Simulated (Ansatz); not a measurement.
A computed series for GaN: pressure series

Base system: GaN in the zinc blende structure (space group F-43m, No. 216; a = 4.5488 Å).

Cell and atoms are relaxed at each pressure.

Method: PBE (Ansatz, a first-principles code), spin-orbit coupling left out, earlier PAW set.

```json
[
 {"pressure (GPa)": "-2", "band gap (eV)": "1.47"},
 {"pressure (GPa)": "-1", "band gap (eV)": "1.50"},
 {"pressure (GPa)": "0", "band gap (eV)": "1.54"},
 {"pressure (GPa)": "0.3", "band gap (eV)": "1.55"},
 {"pressure (GPa)": "0.7", "band gap (eV)": "?"},
 {"pressure (GPa)": "1.5", "band gap (eV)": "1.60"},
 {"pressure (GPa)": "5", "band gap (eV)": "1.72"},
 {"pressure (GPa)": "7.5", "band gap (eV)": "1.80"},
 {"pressure (GPa)": "10", "band gap (eV)": "1.87"}
]
```

Problem. Fit E_g = E₀ + αP + βP² to the rows shown and predict the withheld row.

Solution. Least squares on the printed values gives E₀ = 1.54 eV, α = 37.7 meV/GPa, β = -0.48 meV/GPa² (largest residual 0.01 eV); this predicts 1.57 eV, and the run gives 1.57 eV, in agreement.

Load acts through the strain it causes; cell and atoms are relaxed under it. No phonon test of stability was made. Tetrahedral semiconductors of this kind turn to denser phases somewhere between about 1 and 50 GPa; those were not computed, so compressed cells here can lie past the real transition. This is not the structure that GaN has at room temperature and ambient pressure.
